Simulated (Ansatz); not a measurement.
Density of states of CaF2 (Pmc2_1) above the conduction band minimum, PBEsol, rigid bands (Ansatz, an electronic-structure program); cell volume 83.7 Å³.

```csv
energy from edge (eV),10⁻³ states/eV/cell
0.006,26.4
0.031,68.7
0.056,97.0
0.081,118
0.106,141
0.131,160
0.156,182
0.181,201
0.206,223
0.231,245
0.256,267
0.281,293
0.319,331
0.344,361
0.369,396
0.394,423
0.419,464
0.444,517
0.469,566
0.494,633
0.519,754
0.544,815
0.569,832
0.594,844
```

### Question
What effective density of states at 300 K does this give (∫ g(E) exp(−E/k_BT) dE, both spins, divided by the cell's size)?

### Answer
1.7e19 cm⁻³, a density-of-states mass of 0.78 mₑ, valleys and band degeneracy included.

Spin-orbit coupling is left out. Geometry: cell and atoms relaxed with PBEsol.

Computed structure with no diffraction record at hand here (it may be known, metastable or hypothetical): CaF2 (Pmc2_1).
